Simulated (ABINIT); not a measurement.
Input and output of a self-consistent single point for a (001) slab of Al (cut from a parent of space group no. 225; 4 atoms in the cell) (ABINIT).

Level of theory: PBEsol, norm-conserving pseudopotentials (PseudoDojo nc-sr-04 PBEsol standard) (plane waves; ABINIT).

```yaml
crystal:
  lattice:
    - [2.87237, 0.00000, 0.00000]
    - [-2.87237, 2.87237, 0.00000]
    - [0.00000, 0.00000, 20.09331]
  atoms:
    - { symbol: Al, position: [0.00000, 0.00000, 0.44946] }
    - { symbol: Al, position: [0.00000, 0.50000, 0.34837] }
    - { symbol: Al, position: [0.00000, 0.00000, 0.65163] }
    - { symbol: Al, position: [0.00000, 0.50000, 0.55054] }
```

Reference input (self-consistent single point, DFT, PBEsol, plane waves, norm-conserving pseudopotentials (PseudoDojo nc-sr-04 PBEsol standard)): pseudos = [Al.upf]; ecut = 544 eV; occopt = 7; tsmear = 0.00367493 Ha; ngkpt = 7 7 1; nshiftk = 1; shiftk = 0 0 0; potentials = PseudoDojo nc-sr-04 PBEsol standard; nband = 11; kptopt = 1; nstep = 50; toldfe = 1e-09 Ha. This run's input differs from it in these lines:

```diff
@@ -17,3 +17,3 @@
          0.0000000000    0.5000000000    0.5505420000
-ecut 544 eV
+ecut 327 eV
 occopt 7
```

Output, abridged:

```
--- !BeginCycle
solver: {iscf: 7, nstep: 50, nline: 4, wfoptalg: 0, }
tolerances: {toldfe: 1.00E-09, }
...

     iter   Etot(hartree)      deltaE(h)  residm     vres2
 ETOT  1  -9.1181071574175    -9.118E+00 1.801E-02 3.747E+03
 ETOT  2  -9.2258587995187    -1.078E-01 1.750E-03 1.118E+02
 ETOT  3  -9.2332458638744    -7.387E-03 5.078E-04 9.333E+01
 ETOT  4  -9.2339795927324    -7.337E-04 5.799E-04 4.482E+01
 ETOT  5  -9.2341437926818    -1.642E-04 9.535E-05 3.065E+01
   [... 18 lines left out ...]
 ETOT 24  -9.2343866717809    -1.562E-07 2.768E-07 5.057E-02
 ETOT 25  -9.2343867652963    -9.352E-08 2.165E-07 3.546E-03
 ETOT 26  -9.2343867653969    -1.007E-10 1.354E-07 4.424E-03
 ETOT 27  -9.2343867649493     4.476E-10 4.131E-08 4.316E-03
 At SCF step   27, etot is converged :
  for the second time, diff in etot=  4.476E-10 < toldfe=  1.000E-09

 Cartesian components of stress tensor (hartree/bohr^3)
  sigma(1 1)=  1.06996717E-04  sigma(3 2)=  0.00000000E+00
  sigma(2 2)=  1.06996717E-04  sigma(3 1)=  0.00000000E+00
  sigma(3 3)= -5.98628865E-06  sigma(2 1)=  0.00000000E+00

 ----iterations are completed or convergence reached----

 reduced coordinates (array xred) for    4 atoms
       0.000000000000      0.000000000000      0.449458000000
       0.000000000000      0.500000000000      0.348375000000
       0.000000000000      0.000000000000      0.651625000000
       0.000000000000      0.500000000000      0.550542000000
 cartesian forces (eV/Angstrom) at end:
    1     -0.00000000000000    -0.00000000000000     0.22358392649965
   [... lines left out ...]
 Fermi (or HOMO) energy (hartree) =   0.01189   Average Vxc (hartree)=  -0.18225
   [... lines left out ...]
total_energy        : -9.23438676494933E+00
total_energy_eV     : -2.51280442972740E+02
band_energy         : -1.57384756926845E+00
...

-Cartesian components of stress tensor (GPa)         [Pressure= -2.0399E+00 GPa]
- sigma(1 1)=  3.14795157E+00  sigma(3 2)=  0.00000000E+00
- sigma(2 2)=  3.14795157E+00  sigma(3 1)=  0.00000000E+00
- sigma(3 3)= -1.76122663E-01  sigma(2 1)=  0.00000000E+00

 Calculation completed.
```

The run converged in 27 iterations. Against the reference run the free energy goes up by 23.9 meV/atom and the largest force hardly changes (0.225 to 0.224 eV/Å).

The starting cell has typed, rounded lattice constants, without a prior relaxation at this level. The slab is cut from that crystal, and its faces are unrelaxed. Its lattice was rescaled by up to half a per cent.
